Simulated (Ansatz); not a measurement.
Density of states of GaP (F-43m) below the valence band maximum, PBEsol with spin-orbit coupling, rigid bands (Ansatz, a first-principles code); cell volume 40.2 Å³.

| energy from edge (eV) | 10⁻³ states/eV/cell |
|---|---|
| 0.006 | 12.5 |
| 0.031 | 39.3 |
| 0.056 | 69.7 |
| 0.081 | 99.8 |
| 0.106 | 127 |
| 0.131 | 149 |
| 0.156 | 168 |
| 0.181 | 186 |
| 0.206 | 203 |
| 0.231 | 219 |
| 0.256 | 235 |
| 0.281 | 251 |
| 0.319 | 274 |
| 0.344 | 288 |
| 0.369 | 304 |
| 0.394 | 318 |
| 0.419 | 334 |
| 0.444 | 349 |
| 0.469 | 365 |
| 0.494 | 380 |
| 0.519 | 396 |
| 0.544 | 412 |
| 0.569 | 428 |
| 0.594 | 445 |

**Question.** What effective density of states at 300 K does this give (∫ g(E) exp(−E/k_BT) dE, both spins, divided by the cell's size)?

**Answer.** 2.2e19 cm⁻³, a density-of-states mass of 0.92 mₑ, valleys and band degeneracy included.

Geometry: cell and atoms relaxed with PBEsol.
